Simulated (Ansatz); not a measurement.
Base system: GaN (space group Pm-3n, No. 223; a = 5.513 Å; a hypothetical phase, not in the database extracts checked).

Calculations: DFT with PBEsol, PAW potentials and a 420 eV plane-wave cutoff in Ansatz (an electronic-structure program), without spin-orbit coupling.

Base values:

```
Quantity    Value
--------  -------
Band gap  1.56 eV
```

It is then changed as follows: every lattice vector is shortened by 3.26 %, atoms relaxed at fixed cell.

Predict the new energy relative to the base and band gap.

The energy grows by 70 meV/atom; the band gap grows by 0.30 eV to 1.86 eV.

The cells carry an imposed strain or load. Gaps are Kohn–Sham eigenvalue differences; semilocal functionals usually give less than the measured gap. No phonon test of stability was made.
